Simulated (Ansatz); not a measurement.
The parent structure is ZrRuAs (space group P-62m, No. 189; a = 6.551 Å, c = 3.891 Å; a cell from a computed database, its experimental status unchecked).

Level of theory: PBEsol in Ansatz (plane waves to 420 eV, PAW, no spin-orbit coupling).

Base values:

The volume per atom comes out as 16.07 Å³.

Now apply this change: cell and atoms relaxed at a pressure of 3 GPa.

**Question.** Estimate the effect on the volume per atom.

**Answer.** The volume per atom drops by 0.225 Å³, from 16.07 Å³ to 15.84 Å³.

Load acts through the strain it causes; cell and atoms are relaxed under it. Whether these cells are dynamically stable was not tested. All final runs are without spin polarisation. An odd electron count without spin: ZrRuAs.

Ansatz is a program for electronic structure.
